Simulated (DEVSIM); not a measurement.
Device: InP/In0.53Ga0.47As n-p heterojunction, at 300 K.

```
layer (left to right)        material  thickness (μm)  Nd (cm⁻³)  Na (cm⁻³)  τn (s)  τp (s)
---------------------  --------------  --------------  ---------  ---------  ------  ------
1                                 InP           0.120     2.8e17          -  1.2e-9  1.2e-9
2                      In0.53Ga0.47As           0.210          -       1e16  1.2e-9  1.2e-9
```

Left contact: ohmic. Right contact: ohmic. Voltage is applied to the left contact. Recombination: SRH at mid-gap. Mobility is constant in doping.

This is a model device: material constants are rounded textbook-type values typed into the input, and sizes, dopings and lifetimes were drawn at random. Values at 300 K.

| parameter | InP | In0.53Ga0.47As |
|---|---|---|
| gap (eV) | 1.344 | 0.74 |
| affinity (eV) | 4.38 | 4.51 |
| permittivity | 12.5 | 13.9 |
| Nc (cm⁻³) | 5.7e17 | 2.1e17 |
| Nv (cm⁻³) | 1.1e19 | 7.7e18 |
| μn (cm²/Vs) | 5200 | 12000 |
| μp (cm²/Vs) | 170 | 300 |

DEVSIM, 1D drift-diffusion, Boltzmann statistics, complete ionisation; no tunnelling, impact ionisation, image-force lowering or self-heating. Band offsets follow the typed affinities; no thermionic-emission limit at abrupt steps, no polarisation charge.

Q: Tabulate band edges, carrier densities and field at zero bias.

A: Energies count from the Fermi level of the right contact; mesh points crowd at the junctions.

```
x (μm)    Ec (eV)  Ev (eV)  n (cm⁻³)  p (cm⁻³)  field (V/cm)
--------  -------  -------  --------  --------  ------------
0.000       0.018   -1.326    2.8e17     < 1e2           ≈ 0
0.003288    0.018   -1.326    2.8e17     < 1e2           ≈ 0
0.008640    0.018   -1.326    2.8e17     < 1e2           ≈ 0
0.01735     0.018   -1.326    2.8e17     < 1e2           ≈ 0
0.03748     0.018   -1.326    2.8e17     < 1e2           ≈ 0
0.06240     0.019   -1.325    2.8e17     < 1e2           160
0.08664     0.021   -1.323    2.5e17     < 1e2          3200
0.1048      0.041   -1.304    1.2e17     < 1e2         24000
0.1127      0.068   -1.276    4.1e16     < 1e2         47000
0.1172      0.093   -1.251    1.5e16     < 1e2         64000
0.1202     -0.016   -0.756    3.9e17   1500000         66000
0.1251      0.012   -0.728    1.3e17   4500000         50000
0.1318      0.042   -0.698    4.1e16     1.5e7         43000
0.1429      0.087   -0.653    7.3e15     8.2e7         38000
0.1691      0.182   -0.558    1.9e14     3.2e9         34000
0.2047      0.296   -0.444    2.3e12    2.6e11         30000
0.2512      0.420   -0.320    1.9e10    3.2e13         24000
0.2845      0.491   -0.249     1.2e9    5.0e14         19000
0.3090      0.535   -0.205     2.2e8    2.8e15         17000
0.3193      0.552   -0.188     1.1e8    5.3e15         16000
0.3256      0.561   -0.179     7.8e7    7.7e15         15000
0.3300      0.568   -0.172     6.0e7    1.0e16         15000
```
